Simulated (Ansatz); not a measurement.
Start from Ni in the simple cubic structure (space group Pm-3m, No. 221; a = 2.2909 Å; ferromagnetic; a hypothetical phase, not in the database extracts checked; relaxed with 0.1 eV smearing). Axes: x, y, z lie along the cube axes.

Level of theory: plane-wave PAW DFT at the PBEsol level (Ansatz, a program for electronic structure, 420 eV), no spin-orbit coupling.

Modification: the cell is compressed by 1.23 % along z with no lateral relaxation; the atoms relax in the strained cell.

**Question.** Predict the stress tensor and what it implies for the stiffness.

**Answer.** Stress of the strained cell less that of the base (GPa, compression positive):
```
    0.5     0.0     0.0
    0.0     0.5     0.0
    0.0     0.0     5.3
```

Then −Δσ_ii/ε with ε = -0.0123 gives secant stiffness values (nonlinear terms included at this strain): C33 ≈ 434 GPa, C13 ≈ 43 GPa and C23 ≈ 43 GPa.

The magnetic state is the one reached from the starting moments; the real material's order can differ, and small cells can't hold many antiferromagnetic ones. No phonon test of stability was made.
